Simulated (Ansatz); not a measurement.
Band structure of Ni3Si (Pm-3m, 4 atoms in the cell).

```
Ni3Si
1.0
    3.51807     0.00000     0.00000
    0.00000     3.51807     0.00000
    0.00000     0.00000     3.51807
Si Ni
1 3
Direct
  0.00000   0.00000   0.00000
  0.00000   0.50000   0.50000
  0.50000   0.00000   0.50000
  0.50000   0.50000   0.00000
```

Method of the run: PBE (plane waves, PAW; Ansatz, a program for electronic structure).

Settings: kpoints.mp_grid.grid = 9 9 9; hamiltonian.xc = pbe; hamiltonian.pseudopotentials = {kind: paw} (the program's default PAW files); scf.occupations.method = fermi_dirac; scf.occupations.width = 0.05 eV; kpoints.band_path.npoints = 8.

The starting cell has typed, rounded lattice constants, without a prior relaxation at this level. Its lattice was rescaled by a random factor within 2.5 % of one. Spin polarisation is off.

Levels in eV from the Fermi level, bands 26 to 33:
```
point     26     27     28     29     30     31    32    33
-----  -----  -----  -----  -----  -----  -----  ----  ----
Γ      -0.63  -0.63  -0.30   0.02   0.02   0.02  4.69  6.23
X      -1.30  -1.14  -0.56   0.03   3.54   3.54  5.04  5.18
M      -1.43  -1.10  -1.01  -0.95   0.63   0.63  5.51  6.23
R      -1.23  -1.23  -0.48  -0.21  -0.21  -0.21  1.16  3.93
```

Bands cross the Fermi level along this path, so the cell is metallic at this level.

Keys are those of Ansatz 0.2.
